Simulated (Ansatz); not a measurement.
**Effective masses and thermopower of BeTe under load (space group I-4m2)**

Consider the following.

```
CELL_PARAMETERS angstrom
      0.00000     2.79228     2.83815
      2.79228     0.00000     2.83815
      2.79228     2.79228     0.00000
ATOMIC_POSITIONS crystal
  Be 0.00000 0.00000 0.00000
  Te 0.75000 0.75000 0.75000
```

The numbers are results of PBEsol with spin-orbit coupling, rigid bands (plane waves, PAW; Ansatz, a quantum-chemistry and plane-wave program), not measurements. Condition of this run: uniaxial stress zz = -1 GPa (compression positive) (the target of the relaxation). Cell: cell and atoms relaxed with PBEsol, then loaded as said.

```yaml
band_gap: 1.49 eV
electron conductivity mass (300 K, dilute): 0.45 (x), 0.45 (y), 0.27 (z) mₑ
hole conductivity mass (300 K, dilute): 0.39 (x), 0.39 (y), 0.43 (z) mₑ
effective density of states N_c (300 K): 1.7e19 cm⁻³
effective density of states N_v (300 K): 5.8e18 cm⁻³
density_of_states_mass_electrons: 0.76 mₑ
density_of_states_mass_holes: 0.38 mₑ
Seebeck coefficient, n-type 1e19 cm⁻³, 300 K: -262 μV/K
best n-type power factor at 300 K for τ = 10 fs (best axis; densities from 1e16 to 1e21 cm⁻³ tried, whether or not they can be reached): 9.4 μW/(cm·K²) at 1e20 cm⁻³
Seebeck coefficient, p-type 1e19 cm⁻³, 300 K: 224 μV/K
best p-type power factor at 300 K for τ = 10 fs (best axis; densities from 1e16 to 1e21 cm⁻³ tried, whether or not they can be reached): 5.3 μW/(cm·K²) at 1e20 cm⁻³
```

Rigid bands; masses and Seebeck coefficients take one relaxation time τ for all states and one kind of carrier; polarons and phonon drag are left out.
